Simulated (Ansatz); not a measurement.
The reference is HfCdO3 in the cubic perovskite structure (space group Pm-3m, No. 221; a model cell, its experimental status unchecked).

```xyz
5
Lattice="4.0712 0.0000 0.0000 0.0000 4.0712 0.0000 0.0000 0.0000 4.0712" Properties=species:S:1:pos:R:3 pbc="T T T"
Cd     0.0000     0.0000     0.0000
Hf     2.0356     2.0356     2.0356
O      0.0000     2.0356     2.0356
O      2.0356     2.0356     0.0000
O      2.0356     0.0000     2.0356
```

Cartesian axes are those of the cell as printed.

Method: r2SCAN (Ansatz, a program for electronic structure, PAW, without spin-orbit coupling).

Strains are applied to the cell and any free atomic positions relax.

One change was made to it. Results:

The energy grows by 0.9 meV/atom; the pressure (mean of the normal stresses, compression positive) goes from zero to -1.4 GPa.

Name the change that was made.
A. uniaxial strain ε_zz = +0.78 %
B. uniaxial strain ε_zz = +5.81 %
C. strain tensor (xx, yy, zz, yz, xz, xy) = (+0.41, −0.41, −0.06, −0.21, −0.63, −1.14) %
D. uniaxial strain ε_xx = +4.16 %

A, uniaxial strain ε_zz = +0.78 %. For comparison, the pressure in the other runs: uniaxial strain ε_xx = +4.16 % gives -6.3 GPa; uniaxial strain ε_zz = +5.81 % gives -8.2 GPa; strain tensor (xx, yy, zz, yz, xz, xy) = (+0.41, −0.41, −0.06, −0.21, −0.63, −1.14) % gives 0.2 GPa.

The mesh was chosen for an insulator and is coarse for the gapless case. Whether these cells are dynamically stable was not tested. All final runs are without spin polarisation. Many cubic perovskites are stable only at high temperature; tilts and polar distortions were not tested.
